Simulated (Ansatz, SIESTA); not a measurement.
One structure in several programs: YFe₂ (P1, 6 atoms in the cell)

Self-consistent single point, at a second geometry (atoms moved at random). First geometry:

```
YFe2
1.0
    0.00000     3.67459     3.67459
    3.67459     0.00000     3.67459
    3.67459     3.67459     0.00000
Y Fe
2 4
Direct
  0.25000   0.25000   0.25000
  0.00000   0.00000   0.00000
  0.62500   0.62500   0.62500
  0.12500   0.62500   0.62500
  0.62500   0.62500   0.12500
  0.62500   0.12500   0.62500
```
Moments meant for the start (each program seeds them in its own way; μB, in the order of the atoms Y Y Fe Fe Fe Fe): 1.0 1.0 4.0 4.0 4.0 4.0.

Second geometry:
```
CELL_PARAMETERS angstrom
      0.00000     3.67459     3.67459
      3.67459     0.00000     3.67459
      3.67459     3.67459     0.00000
ATOMIC_POSITIONS crystal
  Y  0.26543 0.24509 0.24091
  Y  0.99096 0.00974 0.99983
  Fe 0.63118 0.62427 0.62057
  Fe 0.12624 0.63514 0.62585
  Fe 0.61991 0.60948 0.12439
  Fe 0.61627 0.12628 0.63845
```
Moments meant for the start (each program seeds them in its own way; μB, in the order of the atoms Y Y Fe Fe Fe Fe): 1.0 1.0 4.0 4.0 4.0 4.0.

Shared settings, as Ansatz (a quantum-chemistry and plane-wave program) writes them: kpoints.mp_grid.grid = 5 5 5; scf.occupations.method = gaussian; scf.occupations.width = 0.02 Ry. Potentials and cutoffs stand in the table.

```
code                                                                                                                       model  ΔF from the first geometry (meV/atom)  pressure (GPa)  largest force (eV/Å)  size of the net moment (μB/atom)       cutoff
------  ------------------------------------------------------------------------------------------------------------------------  -------------------------------------  --------------  --------------------  --------------------------------  -----------
Ansatz                                                                                       LDA (PW92), PAW files made with PBE                                   16.6          -13.66                 0.701                              1.11      default
SIESTA  LDA PW92, numerical atomic orbitals DZP, PseudoDojo LDA standard norm-conserving potentials (rewritten from UPF to PSML)                                   16.8          -14.29                 0.696                              1.16  grid 300 Ry
```

Size of the force on each atom (eV/Å): Sizes of forces hide their directions.

| code | Y1 | Y2 | Fe3 | Fe4 | Fe5 | Fe6 |
|---|---|---|---|---|---|---|
| Ansatz | 0.636 | 0.516 | 0.272 | 0.405 | 0.701 | 0.503 |
| SIESTA | 0.696 | 0.574 | 0.237 | 0.381 | 0.688 | 0.485 |

On Ansatz's run: the magnetic order is the one reached from the typed start; others were not searched systematically. The program warned that a starting moment was not kept.

The spread over the programs that give each value: ΔF from the first geometry within 0.2 meV/atom; pressure within 0.63 GPa; largest force within 0.005 eV/Å; size of the net moment within 0.05 μB/atom.

SIESTA uses small atom-centred bases, whose incompleteness enters pressures, forces and empty levels differently from a plane-wave cutoff. Ansatz's pressure is given at a fixed set of plane waves, as the other plane-wave codes print theirs; with its correction for the finite basis it is -13.60 GPa.

The starting cell comes from a database of computed structures (which also holds hypothetical and non-ambient phases and stackings), without a prior relaxation at this level. For this run, on top of that: atoms moved at random.

Keys are those of Ansatz 0.2.
